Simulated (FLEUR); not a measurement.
A self-consistent single point of Ag (Fm-3m, 1 atom in the cell) with FLEUR.

Method: PBE, all-electron FLAPW (FLEUR), scalar-relativistic valence run with FLEUR.

The change in words: lattice scaled by 0.98. Reference geometry:
```
CELL_PARAMETERS angstrom
      0.00000     2.06080     2.06080
      2.06080     0.00000     2.06080
      2.06080     2.06080     0.00000
ATOMIC_POSITIONS crystal
  Ag 0.00000 0.00000 0.00000
```

Reference input (self-consistent single point, DFT, PBE, all-electron FLAPW (FLEUR), scalar-relativistic valence): Kmax = 3.9 1/bohr; GmaxXC = 13.7 1/bohr; xcFunctional = pbe; jspins = 1; l_soc = F; mode = gauss; fermiSmearingEnergy = 0.00999582 Htr; mesh (inpgen div1-3) = 9 9 9; inpgen gamma flag = false; Gmax = 13.7 1/bohr; numbands = 0; maxIterBroyd = 15. This run's input differs from it in these lines:

```diff
@@ -3,5 +3,5 @@
 &input film=f /
-0.0000000000 3.8943457079 3.8943457079
-3.8943457079 -0.0000000000 3.8943457079
-3.8943457079 3.8943457079 -0.0000000000
+-0.0000000000 3.8164587560 3.8164587560
+3.8164587560 -0.0000000000 3.8164587560
+3.8164587560 3.8164587560 -0.0000000000
 1.0
@@ -42,5 +42,5 @@
          <bravaisMatrix>
-            <row-1>    0.0000000000000000     3.8943457078999999     3.8943457078999999</row-1>
-            <row-2>    3.8943457078999999     0.0000000000000000     3.8943457078999999</row-2>
-            <row-3>    3.8943457078999999     3.8943457078999999     0.0000000000000000</row-3>
+            <row-1>    0.0000000000000000     3.8164587559999998     3.8164587559999998</row-1>
+            <row-2>    3.8164587559999998     0.0000000000000000     3.8164587559999998</row-2>
+            <row-3>    3.8164587559999998     3.8164587559999998     0.0000000000000000</row-3>
          </bravaisMatrix>
```

Output (repeated stretches shortened):

```
 Iteration:     1   Distance:      11.86218479 me/bohr^3
 Iteration:     2   Distance:      10.19241651 me/bohr^3
 Iteration:     3   Distance:       3.80291277 me/bohr^3
 Iteration:     4   Distance:       2.09010121 me/bohr^3
 Iteration:     5   Distance:       1.52719069 me/bohr^3
   [... 4 lines left out ...]
 Iteration:    10   Distance:       0.00037139 me/bohr^3
 Iteration:    11   Distance:       0.00033767 me/bohr^3
 Iteration:    12   Distance:       0.00002193 me/bohr^3
 Iteration:    13   Distance:       0.00000139 me/bohr^3
 Run finished successfully
 Stop message:
   Structural relaxation: Done

[file out, last iteration]
             iter=     14
[...]
          total density-effective poten   -8.7433772713E+03
          total charge density-energy d   -1.4951421515E+02
 Updated energy parameters for spin:           1
[...]
 fermi energy and band-weighting factors:

[...]
FERMIE:
          first approx. to ef    (T=0)  :   0.352883 htr   (energy of the highest occ. eigenvalue)
          number of occ. states  (T=0)  :        302
          first approx. to seigv (T=0)  :  -8.278027 htr
          sum of weights of occ. states :   8.530864
          sum of semicore charge        :   0.000000 e
          fermi energy=   0.34465 har   work function=  -9.37844 ev
          number of valence electrons=  17.00001
     band-weighting factor for spin=    1
   [... lines left out ...]
          total moment                 =     0.00000
 Direct bandgap for spin            1 :   0.12708587170856606       Htr
   [... lines left out ...]
 ---->    (input%tkb*entropy) TS=              0.0000000000 htr
 ---->    free energy=                     -5317.3070033015 htr
      extrapolation for T->0
 ---->    total electron energy=           -5317.3070033015 htr
 ***** TOTAL FORCES ON ATOMS *****
 TOTAL FORCE FOR ATOM TYPE=  1  X=  0.000   Y=  0.000   Z=  0.000
                       FX_TOT= 0.000000 FY_TOT= 0.000000 FZ_TOT= 0.000000
 Structural relaxation: Done
```

The run converged in 13 iterations. FLEUR gives forces in its relaxation mode, with a further iteration, so its stop message speaks of a relaxation. Against the reference run the total energy goes up by 32.9 meV/atom.

The starting cell comes from a database of computed structures (which also holds hypothetical and non-ambient phases and stackings), without a prior relaxation at this level. Its lattice was rescaled by a random factor within 2.5 % of one. For this run, on top of that: lattice scaled by 0.98. Values depend on the basis (sphere radii, cutoffs, local orbitals), which need not be converged. The log's line on a gap gives a spacing of levels on this mesh, which the program prints for metals too.
